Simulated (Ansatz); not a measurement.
The reference is Lu in the hcp (Mg type) structure (space group P6_3/mmc, No. 194; a = 3.445 Å, c = 5.349 Å).

Calculations: Kohn–Sham DFT with the PBEsol functional, run in Ansatz (a first-principles code) with PAW and 420 eV plane waves, no SOC.

Before the change:

```
Item                Value
---------------  --------
Volume per atom  27.49 Å³
```

The change: Hf takes the place of Lu on all its sites; the structure is relaxed again.

Tabulated Pauling electronegativity and covalent radius: Lu 1.27, 1.87 Å; Hf 1.30, 1.75 Å.

Q: What happens to the volume per atom?

A: The volume per atom decreases by 5.88 Å³, from 27.49 Å³ to 21.61 Å³.

No phonon test of stability was made. All final runs are without spin polarisation.
